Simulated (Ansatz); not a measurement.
Take CdSe in the wurtzite structure (space group P6_3mc, No. 186; a = 4.3827 Å, c = 7.1545 Å) as the base.

Levels (all Ansatz, an electronic-structure program, PAW): PBE (420 eV, no spin-orbit coupling); HSE06 (420 eV, spin-orbit coupling left out).

The geometry is relaxed with PBE.

- PBE lowest conduction level above the VBM at special points = Γ 0.54 eV; A 2.26 eV; L 2.90 eV

**Question.** What does HSE06 give at this geometry for the lowest conduction level above the VBM at special points?

**Answer.** The lowest conduction level above the VBM at special points becomes Γ 1.46 eV; A 3.21 eV; L 3.82 eV (PBE: Γ 0.54 eV; A 2.26 eV; L 2.90 eV).

Single points use the geometry relaxed with PBE. The levels and masses belong to the bands next to the band gap. Whether these cells are dynamically stable was not tested.
